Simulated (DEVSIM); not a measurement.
Device: Ru/Al2O3/SiO2/p-Si capacitor, at 250 K.

Layer 1 from the left is Al2O3, thickness (nm) 4.50. Layer 2 from the left is SiO2, thickness (nm) 0.930. Layer 3 from the left is Si, thickness (nm) 340, Na (cm⁻³) 2.9e18.

Metal gate on the left, work function 4.7 eV. Fixed charge at the semiconductor interface 4.2e10 cm⁻² (in units of +e); no interface traps.

Constants are typed, rounded textbook-type inputs, not results; the design itself was drawn at random and stands for no fabricated device. Values at 300 K; Nc and Nv go as T^1.5, mobilities as T to minus their exponent, the gap by Varshni's rule with the affinity fixed.

Al2O3: gap (eV) 6.8, affinity (eV) 1.35, permittivity 9. SiO2: gap (eV) 9, affinity (eV) 0.9, permittivity 3.9. Si: gap (eV) 1.124, affinity (eV) 4.05, permittivity 11.7, Nc (cm⁻³) 2.86e19, Nv (cm⁻³) 3.1e19, Varshni α (eV/K) 0.000473, Varshni β (K) 636.

Simulated with DEVSIM: 1D Poisson equation in equilibrium, Boltzmann statistics, complete ionisation; no quantum confinement or tunnelling. Metal contacts follow the ideal Schottky-Mott rule: no Fermi-level pinning, no interface dipoles.

**Question.** What does the simulation give for the flat-band voltage, the minimum of the low-frequency capacitance?

**Answer.** flat-band voltage -0.45 V; minimum of the low-frequency capacitance 0.367 μF/cm².
